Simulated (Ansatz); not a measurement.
The starting structures come from a database of crystals and need not be the phases stable at ambient conditions.

Consider the following.

```xyz
7
Lattice="6.4291 0.0000 0.0000 3.2146 7.7032 0.0000 3.2146 0.0000 3.2146" Properties=species:S:1:pos:R:3 pbc="T T T"
Ca     6.4291     5.0626     0.0000
Ca     3.2146     2.6407     0.0000
Ca     1.6073     0.0000     1.6073
Ca     4.8219     0.0000     1.6073
As     6.4291     2.1085     0.0000
As     3.2146     5.5947     0.0000
O      3.2146     0.0000     0.0000
```

Space group of this cell: I4/mmm. The cell is taken as given.

Transport runs along the normal of the first two printed cell vectors, the (110) plane of the conventional cell.

No gap correction and no spin-orbit coupling; mid-gap values are interpolated between computed energies.

Give the band gap and the smallest decay constant κ at mid-gap that r2SCAN run with Ansatz (a program for electronic structure) yields.

Gap 1.59 eV on a 10×10×10 mesh; κ = 0.160 1/Å, at the zone centre.
